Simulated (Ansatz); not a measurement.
Cost and result by functional for the adsorption energy of OH on the 1x1 (10-10) surface of wurtzite ZnO (cut with top plane O + Zn), one in a 2x1 cell, started at the site 'over O at depth 0.9 Å', in Ansatz (plane waves, PAW). Single points on the PBE structure, on one kind of machine; costs are rough ratios of the slab run's core time (references not counted) to the cheapest single point. r2SCAN's cost holds its higher cutoff (500 against 420 eV). Differences are taken against r2SCAN for comparison alone: no measured value is at hand, so the table doesn't rank accuracy. The points keep PBE's geometry, so the relaxation of a polaron and the settling of charge on one site are left out.

Host crystal: wurtzite ZnO, with a band gap (PBE, scalar-relativistic without spin-orbit coupling).

Set-up: 34 atoms, 9.4 Å thick at the start under the adsorbate (thin: gaps and levels are the slab's own); mesh 3x4x1; 0.01 eV smearing; dipole correction on; 16 atoms held, the rest relaxed; symmetry of the start imposed; spin-polarised, ending with about 0.7 μB a cell, a value that depends on the mesh; orders that need a larger cell were not tried, no spin-orbit, no U, no dispersion correction. The slab shows no gap over 0.04 eV on its mesh. At the end it is bonded to 2 Zn. In PBE it is, or lies within 0.03 eV of, the lowest of the starts that converged. These notes are the PBE run's. r2SCAN: The program's check for a lower electronic state was not made. Adsorption energies are against H2O(g) − ½ H2(g). A negative adsorption energy means that the adsorbate is more stable on the surface than in its reference.

| functional | relative cost | adsorption energy (eV) | less r2SCAN (eV) |
|---|---|---|---|
| RPBE | 1 | 1.45 | 0.10 |
| r2SCAN | 3 | 1.35 | 0.00 |
| PBE (the relaxed run's value) | – | 1.38 | 0.03 |

The values span 0.10 eV, while the single points' costs differ by a factor of roughly 3. Differences are of unrounded values.

Ansatz is an electronic-structure program.
